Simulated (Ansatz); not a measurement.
# Variants of one calculation on LiNbO3 (Pnma, 20 atoms in the cell)

```
LiNbO3
1.0
    5.40845     0.00000     0.00000
    0.00000     7.63131     0.00000
    0.00000     0.00000     5.39039
Li Nb O
4 4 12
Cartesian
  2.63770   1.90783   5.34511
  5.34192   1.90783   2.74048
  2.77075   5.72348   0.04528
  0.06652   5.72348   2.64992
  0.00000   0.00000   0.00000
  2.70422   3.81566   2.69520
  0.00000   3.81566   0.00000
  2.70422   0.00000   2.69520
  0.16928   1.90783   0.31588
  2.87351   1.90783   2.37932
  5.23916   5.72348   5.07452
  2.53494   5.72348   3.01107
  1.55763   4.09801   1.14815
  4.26186   7.34895   1.54704
  3.85081   0.28236   4.24224
  1.14659   3.53330   3.84335
  3.85081   3.53330   4.24224
  1.14659   0.28236   3.84335
  1.55763   7.34895   1.14815
  4.26186   4.09801   1.54704
```

Base run A: PBE in Ansatz (a quantum-chemistry and plane-wave program), self-consistent single point.

Its settings: basis.ecutwfc = 420 eV; kpoints.mp_grid.grid = 3 3 3; hamiltonian.xc = pbe; hamiltonian.pseudopotentials = {kind: paw} (the program's default PAW files); scf.occupations.method = cold; scf.occupations.width = 0.1 eV.

The starting cell was generated: these elements placed on a structure prototype, without a prior relaxation; it need not be a known phase or ordering of this composition. In the base run, with a pressure of about 11 GPa the cell is away from its equilibrium volume at this level. In the base run, forces exceed 1 eV/Å. Ansatz's pressure includes its estimate of the finite-basis (Pulay) stress.

ΔF is the free energy per atom less that of run A. A dash stands where there is no value to compare (another energy zero or no entropy term, no result, no spin, no clean gap, or a mesh too coarse for one). Absolute energies have different zeros for different potentials, functionals, Hubbard and dispersion terms and are not compared across them.

Run A gave: pressure (GPa) 11.25; largest force (eV/Å) 1.158; gap on the mesh (eV) 2.230.

Runs:
- B: scf.convergence.dr2_threshold: default (1e-07 eV) → 0.001 eV
- C: hamiltonian.xc: pbe → blyp [BLYP]
- D: scf.mixing.algorithm: default (the program chose MSR1) → anderson; scf.mixing.beta: default → 0.7
- E: scf.mixing.preconditioner: default (the program chose Resta) → kerker; scf.mixing.q_tf: default → 1.5

**Question.** What does run C change against A?

**Answer.** The pressure goes from 11.25 to 16.06 GPa, the largest force goes from 1.158 to 1.279 eV/Å and the gap on the mesh goes from 2.230 to 2.285 eV.

```csv
run,ΔF (meV/atom),pressure (GPa),largest force (eV/Å),gap on the mesh (eV)
A,0.00,11.25,1.158,2.230
B,0.01,11.23,1.156,2.223
C,–,16.06,1.279,2.285
D,0.00,11.25,1.158,2.230
E,0.00,11.25,1.158,2.230
```

Keys are those of Ansatz 0.2.
